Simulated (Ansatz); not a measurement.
Input:

```
CELL_PARAMETERS angstrom
      2.49593     1.44102     4.45205
     -2.49593     1.44102     4.45205
      0.00000    -2.88205     4.45205
ATOMIC_POSITIONS crystal
  Ga 0.35570 0.35570 0.35570
  Ga 0.14430 0.14430 0.14430
  Ga 0.64430 0.64430 0.64430
  Ga 0.85570 0.85570 0.85570
  O  0.55351 0.94649 0.25000
  O  0.25000 0.55351 0.94649
  O  0.94649 0.25000 0.55351
  O  0.44649 0.05351 0.75000
  O  0.75000 0.44649 0.05351
  O  0.05351 0.75000 0.44649
```

No spin polarisation.

Computed with r2SCAN/PAW in Ansatz (a program for electronic structure), spin-orbit coupling left out. Settings: 8×8×8 k-points, 0.05 eV Fermi–Dirac smearing.

Task: Predict the band gap, gap character and space group.

Result: 
```json
{
  "band_gap": "3.58 eV",
  "gap_character": "indirect, Γ–S₀ (50 % along) → Γ",
  "space_group": "R-3c (No. 167)"
}
```

Load acts through the strain it causes; cell and atoms are relaxed under it. Beyond what the load breaks, stability against distortions was not tested. The cell was made from Ga2O3 in the corundum structure (space group R-3c, No. 167) by this change: uniaxial stress, 2 GPa compression along z.
